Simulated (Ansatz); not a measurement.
Take AlCo in the CsCl type structure (space group Pm-3m, No. 221; a = 2.8239 Å; weakly magnetic (sensitive to the mesh)) as the base. Axes: x, y, z lie along the cube axes.

Calculations: Ansatz (a first-principles code) r2SCAN, spin-orbit coupling left out.

Base values:

| Item | Result |
|---|---|
| Volume per atom | 11.26 Å³ |
| Band gap | zero |

Modification: uniaxial stress, 2 GPa tension along x; all other stress components relax to zero.

Question: Predict the new volume per atom, energy relative to the base and band gap.

Answer: The volume per atom grows by 0.05 Å³ to 11.31 Å³; the energy rises by 1.0 meV/atom; the band gap stays zero.

Other magnetic orders, which the real material may have, were not ruled out. Without a gap, meshes like the base's 16×16×16 leave anisotropic stresses uncertain by several tenths of a GPa, and small strain energies with them. Load acts through the strain it causes; cell and atoms are relaxed under it. Beyond what the load breaks, stability against distortions was not tested. Seeded moments were not kept for uniaxial stress, 2 GPa tension along x and the base.
